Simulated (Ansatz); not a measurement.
# Worked example: self-consistent single point of WS₂ (P3m1, 3 atoms in the cell) in Ansatz

Level of theory: PBEsol, default PAW files made with PBE (plane waves; Ansatz, an electronic-structure program).

This input was run:

Ansatz 0.2 input:
```yaml
crystal:
  lattice:
    - [3.167602, 0.000000, 0.000000]
    - [-1.583801, 2.743224, 0.000000]
    - [0.000000, 0.000000, 16.865827]
  atoms:
    - { symbol: W, position: [0.000000, 0.000000, 0.002965] }
    - { symbol: S, position: [0.333333, 0.666667, 0.908000] }
    - { symbol: S, position: [0.333333, 0.666667, 0.092000] }
basis:
  ecutwfc: 420.0
kpoints:
  mp_grid: { grid: [9, 9, 2] }
hamiltonian:
  xc: pbesol
  pseudopotentials: { kind: paw }
scf:
  occupations: { method: fixed }
output:
  forces: true
  eigenvalues: true
  stress: true
```

Output (repeated stretches shortened):

```
WARN the atoms were moved onto the symmetric positions of the space group found under crystal.symmetry.tolerance 1.0e-5 (fractional …
WARN ansatz: RAYON_NUM_THREADS=1 ignored (pool sized by the plan → 1); use --threads N
Pseudopotentials: kind: paw
Pseudopotential: W, paw, valence charge 14
Pseudopotential: S, paw, valence charge 6
Crystal: 3 atoms, lattice volume = 146.555 Å³
Basis set: ecut = 420 eV, 2853 PW (Γ), exchange–correlation on 48×48×240 points (8 copies of the dense FFT grid, shifted against one another)
Bands: 17, of which v1, the nominal top of the filled ones, is band 13 counted from 1 (12 counted from 0)
Symmetry: 6 space group operations
Space group: P3m1 (ITA 156), of the structure as read, at distance tolerance 5.3e-5 Å
k-points: 24 of 162 (time reversal used)
PAW frozen core: W, regenerated for the run's functional, and the local potential with it
PAW frozen core: S, regenerated for the run's functional, and the local potential with it
Initial density: superposition of atomic densities (neutral atoms: chi_scale 0, normalization atom), corrected by the library's trained network
Initial wavefunctions: pseudopotential atomic-orbital guess
Eigensolver: davidson
Functional: x = pbesol(κ = 0.804, μ = 0.12345679012345678), c = pbesol(β = 0.046)
SCF iter   1: F=—  HF=-12029.016333 eV  |F-HF|=—  |Δ(HF+E_count)|=         —  Δρ=5.73e-3  dr2=1.18e-1  ethr=1.77e-3  ⟨swp⟩=6.3  Hψ=2209  notcnv=0  defer=43
all-band conjugate gradients solve this SCF's bands
preconditioner: auto → none
SCF iter   2: F=—  HF=-12029.072721 eV  |F-HF|=—  |Δ(HF+E_count)|=   5.64e-2  Δρ=8.64e-3  dr2=4.47e-1  ethr=4.55e-4  ⟨swp⟩=3.8  Hψ=1066  notcnv=0  defer=48  recentre
SCF iter   3: F=—  HF=-12029.003575 eV  |F-HF|=—  |Δ(HF+E_count)|=   6.91e-2  Δρ=2.12e-3  dr2=8.47e-3  ethr=4.55e-4  ⟨swp⟩=3.0  Hψ=675  notcnv=0  defer=48
SCF iter   4: F=—  HF=-12029.005814 eV  |F-HF|=—  |Δ(HF+E_count)|=   2.24e-3  Δρ=1.38e-3  dr2=6.89e-3  ethr=3.26e-5  ⟨swp⟩=3.2  Hψ=796  notcnv=0  defer=48
SCF iter   5: F=—  HF=-12029.006590 eV  |F-HF|=—  |Δ(HF+E_count)|=   7.76e-4  Δρ=4.49e-4  dr2=9.91e-5  ethr=2.65e-5  ⟨swp⟩=2.0  Hψ=516  notcnv=0  defer=48
SCF iter   6: F=—  HF=-12029.006743 eV  |F-HF|=—  |Δ(HF+E_count)|=   1.53e-4  Δρ=1.52e-4  dr2=1.53e-5  ethr=3.81e-7  ⟨swp⟩=2.5  Hψ=713  notcnv=0  defer=48
SCF iter   7: F=—  HF=-12029.006762 eV  |F-HF|=—  |Δ(HF+E_count)|=   1.91e-5  Δρ=1.99e-5  dr2=8.85e-7  ethr=5.90e-8  ⟨swp⟩=2.7  Hψ=770  notcnv=0  defer=48
SCF iter   8: F=-12029.006762 eV  HF=-12029.006762 eV  |F-HF|=4.18e-8  |Δ(HF+E_count)|=   2.93e-8  Δρ=7.92e-6  dr2=6.33e-8  ethr=3.85e-10  ⟨swp⟩=9.6  Hψ=3096  notcnv=0
SCF 1 converged in 8 iterations: F = -12029.006762 eV  dr2 = 6.33e-8
SCF converged after 8 iterations
Free energy (F): -12029.006762 eV
Harris-Foulkes:  -12029.006762 eV  (|F-HF|=4.18e-8)
Internal energy: -12029.006762 eV  (E = F + TS)
E sigma→0 (E₀):  -12029.006762 eV
Fermi energy:    0.343714 eV
--- Per-component energies (eV) ---
  E_band       = -465.901084
  E_kinetic    = 666.717818
  E_local      = -12449.992235  (includes V_loc(G=0)·N_el)
  E_nonlocal   = 60.319903
  E_hartree    = 5904.572413
  E_xc         = -458.497065
  E_vxc        = -414.677597  (∫ρ·V_xc dr)
  E_paw        = -9604.538462  (= ΣΔE_a)
  E_vpaw       = -137.424082  (= ΣTr[D̂ρ^β])
  E_aug_tail   = -0.000063  (compensation charges beyond the density's cutoff)
  E_ewald      = 3852.065238
  E_core_change = 0.345691  (= ΣΔE_core)
  E_smearing   = -0.000000  (= −TS)
  E_closure    = -0.000000  (closes the sum)
  Σ components = -12029.006762   (vs F -12029.006762, Δ=0.00e0)
--- Forces (eV/Å), atoms counted from 1 ---
  atom   1  W      0.00000000    -0.00000000    -1.67267989
  atom   2  S     -0.00000000     0.00000000     0.64301155
  atom   3  S     -0.00000000     0.00000000     1.02968608
  max |Σ_I F_I| component: 1.78e-5 eV/Å
--- Stress (GPa, compression-positive) ---
       -0.453449       0.000000      -0.000000
        0.000000      -0.453449      -0.000000
       -0.000000      -0.000000       0.564449
  P = ⅓ Tr σ = -0.1141 GPa (-1.141 kbar)
  The stress holds the Pulay correction. Without it, at fixed plane waves, as pw.x and ABINIT print it: P = -0.1235 GPa
--- Band table (eV; the first three rows and the last of 24) ---
  k-point 0: bands = ["-73.5487", "-37.8513", "-37.6810", "-37.6810", "-14.5540", "-12.8046", "-6.1229", "-2.6838", "-2.6838", "-1.7875", "-1.3167", "-1.3167", "0.3437", "3.1529", "3.1529", "3.5808", "3.5808"]
  k-point 1: bands = ["-73.5487", "-37.8513", "-37.6810", "-37.6810", "-14.5540", "-12.8046", "-6.1229", "-2.6838", "-2.6838", "-1.7875", "-1.3167", "-1.3167", "0.3437", "3.1529", "3.1529", "3.5808", "3.5808"]
  k-point 2: bands = ["-73.5466", "-37.8435", "-37.7239", "-37.6910", "-14.3461", "-12.7311", "-5.8817", "-3.1945", "-2.4984", "-2.4065", "-1.6063", "-1.0498", "0.2236", "2.8636", "3.2068", "3.2736", "3.7182"]
  k-point 23: bands = ["-73.5282", "-37.9493", "-37.9116", "-37.7759", "-12.1041", "-11.8249", "-5.5983", "-5.1281", "-4.2498", "-3.5969", "-2.9436", "-2.0027", "0.2830", "2.1006", "3.7172", "4.4355", "6.0201"]
```

The run converged in 8 iterations.

The starting cell comes from a database of computed structures (which also holds hypothetical and non-ambient phases and stackings), without a prior relaxation at this level. Its lattice was rescaled by up to half a per cent. One atom was moved a little off its site on purpose. Spin-orbit coupling is off. Forces in this geometry exceed 1 eV/Å. Ansatz's pressure includes its estimate of the finite-basis (Pulay) stress.
